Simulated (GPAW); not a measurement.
Troubleshooting GPAW: a failed run on YSi2Pd2 (I4/mmm, 5 atoms in the cell). The aim is a self-consistent single point with DFT LDA (Perdew-Wang 92), plane waves, GPAW PAW datasets LDA (gpaw-data 1.0.1).

Input as run:

```python
from ase import Atoms
from ase.units import GPa
from gpaw import GPAW, PW

atoms = Atoms(['Y', 'Si', 'Si', 'Pd', 'Pd'],
              cell=[[-2.069175, 2.069175, 4.961655],
                    [2.069175, -2.069175, 4.961655],
                    [2.069175, 2.069175, -4.961655]],
              scaled_positions=[[0.000000, 0.000000, 0.000000],
                                [0.616770, 0.616770, 0.000000],
                                [0.383230, 0.383230, 0.000000],
                                [0.750000, 0.250000, 0.500000],
                                [0.250000, 0.750000, 0.500000]],
              pbc=True)

calc = GPAW(mode=PW(550),
            xc='LDA',
            setups={'Y': 'sv'},
            kpts={'size': (6, 6, 6), 'gamma': True},
            occupations={'name': 'methfessel-paxton', 'width': 0.1, 'order': 0},
            nbands=-13,
            convergence={'density': 1e-05},
            symmetry={'symmorphic': False, 'tolerance': 0.0005},
            maxiter=150,
            txt='-')

atoms.calc = calc

energy = atoms.get_potential_energy()
print('Energy (eV):', round(energy, 6))
forces = atoms.get_forces()
print('Forces (eV/Ang):')
print(forces.round(5))
stress = atoms.get_stress()
print('Stress (GPa, Voigt):', (stress / GPa).round(4))
```

Log, with long lists cut:

```
Input parameters:
  convergence: {density: 1e-05}
  kpts: {gamma: True,
         size: (6, 6, 6)}
  maxiter: 150
  mode: {ecut: 550.0,
         name: pw}
  nbands: -13
  occupations: {name: methfessel-paxton,
                order: 0,
                width: 0.1}
  setups: {Y: sv}
  symmetry: {symmorphic: False,
             tolerance: 0.0005}

Traceback (most recent call last):
   [... frames left out ...]
FileNotFoundError: Could not find required PAW dataset file "Y.sv.LDA".

You need to set the GPAW_SETUP_PATH environment variable to point to
the directories where PAW dataset and basis files are stored.  See
https://gpaw.readthedocs.io/install.html#install-paw-datasets
for details.
```

Task: Read the log: what does the program object to, and what is the fix?

Result: The fault is a potential or basis that cannot be found. The input names a file or set that is not where the program looks, or that does not exist under that name. To fix it, correct the name or place the file. The program stopped before any SCF iteration.

The sound input it was made from differs as follows (other fixes are possible):
```diff
-            setups={'Y': 'sv'},
```

With that input, the run converged in 23 iterations: free energy E − TS (from the program's reference atoms) -32.6283 eV; Fermi level (on the code's own zero) 8.89 eV; pressure -6.23 GPa; largest force (vector length) 0.345 eV/Å (DFT LDA (Perdew-Wang 92), plane waves, GPAW PAW datasets LDA (gpaw-data 1.0.1)).

On the sound input: the starting cell comes from a database of computed structures (which also holds hypothetical and non-ambient phases and stackings), without a prior relaxation at this level. Spin polarisation is off. With a pressure of about -6 GPa the cell is away from its equilibrium volume at this level.
